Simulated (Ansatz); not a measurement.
## Carrier properties of GaN (P6_3mc)

Data:

```
CELL_PARAMETERS angstrom
      3.12671     0.00000     0.00000
     -1.56335     2.70781     0.00000
      0.00000     0.00000     5.23011
ATOMIC_POSITIONS crystal
  Ga 0.33333 0.66667 0.00151
  Ga 0.66667 0.33333 0.50151
  N  0.33333 0.66667 0.37349
  N  0.66667 0.33333 0.87349
```

Method: PBE with spin-orbit coupling, rigid bands (plane waves, PAW; Ansatz, a quantum-chemistry and plane-wave program). Condition of this run: biaxial stress in the c plane of 8 GPa (compression positive) (the target of the relaxation). Geometry: cell and atoms relaxed with PBEsol, then loaded as said.

The band gap comes out as 1.99 eV. The electron conductivity mass (300 K, dilute) is 0.20 (x), 0.20 (y), 0.171 (z) mₑ and the hole conductivity mass (300 K, dilute) comes out as 1.15 (x), 1.15 (y), 2.1 (z) mₑ. The effective density of states N_c (300 K) is 2.1e18 cm⁻³ and the effective density of states N_v (300 K) is 7.7e19 cm⁻³. The density-of-states mass, electrons comes out as 0.189 mₑ and the density-of-states mass, holes is 2.1 mₑ. The Seebeck coefficient, n-type 1e19 cm⁻³, 300 K is -111 μV/K. The best n-type power factor at 300 K for τ = 10 fs (best axis; densities from 1e16 to 1e21 cm⁻³ tried, whether or not they can be reached) comes out as 1.93 μW/(cm·K²) at 1e19 cm⁻³. The Seebeck coefficient, p-type 1e19 cm⁻³, 300 K comes out as 399 μV/K and the best p-type power factor at 300 K for τ = 10 fs (best axis; densities from 1e16 to 1e21 cm⁻³ tried, whether or not they can be reached) is 11.7 μW/(cm·K²) at 3e20 cm⁻³.

Rigid bands; masses and Seebeck coefficients take one relaxation time τ for all states and one kind of carrier; polarons and phonon drag are left out. Geometry: cell and atoms relaxed with PBEsol.
